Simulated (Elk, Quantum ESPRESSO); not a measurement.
# Equation of state of fcc Rh (space group 225): energy against volume (Elk, LDA)

```
Rh
1.0
    0.00000     1.82610     1.82610
    1.82610     0.00000     1.82610
    1.82610     1.82610     0.00000
Rh
1
Direct
  0.00000   0.00000   0.00000
```

Computed with LDA (PW92), all-electron FP-LAPW, Elk's shipped species files, default APW+lo basis (Elk). Settings: rgkmax = 7.98; swidth = 0.00183747 Ha; ngridk = 27 27 27; rmtscf = 0.88; maxscl = 100; sphere radii = {Rh: 2.288} bohr. The cell above is the first row's. The rows scale it uniformly. In all rows the k mesh is held. E is the free energy at the stated smearing, counted from the lowest row.

```csv
V (Å^3/atom),E (meV/atom)
12.179,?
12.444,55.72
12.708,23.81
12.973,5.77
13.238,0.00
13.503,5.02
13.767,19.77
14.032,42.69
14.297,73.60
```

Q: Using the third-order Birch-Murnaghan form, a cubic in V^(-2/3), estimate the missing E at V = 12.179 from the other rows, showing the fit.

A: With u = V^(-2/3) - 0.178, the rows have u = 0.008220, 0.005632, 0.003123, 0.000697, -0.001648, -0.003910, -0.006109, -0.008239. Least squares gives E = 0.389 - 1267.23·u + 948286·u² + 2968348·u³. Residuals (row less fit): 0.025, -0.051, -0.001, 0.033, -0.020, 0.106, -0.154, 0.060; standard error 0.104 (degrees of freedom: 4). Its minimum lies at u = 0.000666, so V0 = (0.178666)^(-3/2) = 13.24. There d²E/du² = 1908000 and d³E/du³ = 1.781e7, so B0 = (4/9) × 13.24^(-7/3) × 1908000 × 0.160218 = 328 GPa (the last factor turns the table's units into GPa), and B0' = 4 + (2/3) × 0.178666 × (1.781e7)/1908000 = 5.1. At the withheld row, u = 0.010912, so E = 0.389 - 1267.23 × 0.010912 + 948286 × 0.010912² + 2968348 × 0.010912³ = 103.332 meV/atom. The calculation gives 103.19 meV/atom, 0.142 meV/atom below the prediction (0.1 % of the range of E in the table). The row lies outside the fitted rows, so this is an extrapolation. From the scatter of the fitted rows alone, a prediction at this place has a standard error of 0.308 meV/atom, so the miss is 0.5 times that.

Carrying the step between the two nearest rows on in a straight line would have given 87.75, off by 15.44; series whose last step already gives the withheld value aren't shown. The scan was laid around a cell of about the measured size, scaled by a guess for this functional. A plane-wave scan with the same functional (Quantum ESPRESSO, GBRV) gives V0 = 13.27 Å^3/atom and B0 = 318 GPa; a Birch-Murnaghan fit to all rows here lies -0.2 % from it in V0 and 3 % in B0; the two differ in basis, and may differ in potentials and mesh. Spin polarisation is off. Values depend on the basis (sphere radii, cutoffs, local orbitals), which need not be converged. Sphere radii are the same in all rows. Cutoffs and mesh are single choices, not tested for convergence of this quantity. Series with a scatter that would blur these digits, or in which a gap closes, are not shown. Nor are scans whose minimum lies at an end fitted in this form.
